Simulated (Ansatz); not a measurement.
The reference is Ga$_{2}$O$_{3}$ in the corundum structure (space group R-3c, No. 167).

Ga2O3 is taken in the trigonal space group R-3c, hexagonal axes (No. 167), the corundum structure, Pearson symbol hR10. Cell: a = 4.9499 Å, b = 4.9499 Å, c = 13.3058 Å, α = 90.00°, β = 90.00°, γ = 120.00°. Ga on 12c is surrounded by 3 O at 1.911 Å and 3 O at 2.056 Å. O on 18e sees 2 Ga at 1.911 Å and 2 Ga at 2.056 Å. (Neighbours: up to the widest gap in distance over summed covalent radii, below 1.35, at either atom; cation-cation and far metal-metal contacts left out.)
(The calculation used a cell of 10 atoms; values per cell refer to that cell.)

Calculations: LDA, PAW, 420 eV (Ansatz, a quantum-chemistry and plane-wave program; spin-orbit coupling left out).

For the base:

```
Quantity                               Result
-----------------------------  --------------
Pressure                             0.00 GPa
Band gap                              3.04 eV
Electron mass                  0.24 mₑ (at Γ)
Width of the top valence band         0.47 eV
```

It is then changed as follows: an isotropic linear strain of +3.00 %, atoms relaxed at fixed cell.

Q: What happens to the energy relative to the base?

A: The energy goes up by 51 meV/atom.

Q: What does the calculation give for the pressure after the change?

A: The pressure (mean of the normal stresses, compression positive) goes from zero to -17.41 GPa.

Q: How does this affect the band gap?

A: The band gap falls by 0.94 eV to 2.10 eV.

Q: How does this affect the electron mass?

A: The electron mass goes from 0.24 mₑ (at Γ) to 0.20 mₑ (at Γ).

Q: Predict the new width of the top valence band.

A: The width of the top valence band drops by 0.03 eV (0.47 eV → 0.44 eV).

Masses are band curvatures over ±0.01 Å⁻¹ around the edge. No phonon test of stability was made.
